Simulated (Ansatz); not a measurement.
The starting structures come from a database of crystals and need not be the phases stable at ambient conditions.

By PBEsol, the system below comes out a metal.

Without scattering a metal conducts by its projected Fermi surface.

Consider the following.

```yaml
crystal:
  lattice:
    - [3.16142, 0.00000, 0.00000]
    - [0.00000, 3.95494, 0.00000]
    - [0.00000, 1.97747, 1.99225]
  atoms:
    - { symbol: Al, position: [0.00000, 0.00000, 0.00000] }
    - { symbol: Ni, position: [0.50000, 0.50000, 0.00000] }
```

Space group of this cell: Cmmm. The cell is strained (all lengths scaled by 1.02); by PBEsol its mean pressure is -8.7 GPa.

The current flows along the normal of the first two printed cell vectors. No spin-orbit coupling; the value is a mean over 0.1 eV about the Fermi level.

Task: Predict the ballistic conductance per area from PBEsol in Ansatz (a first-principles code).

Result: 0.99 × 10¹⁵ S/m² for both spins.
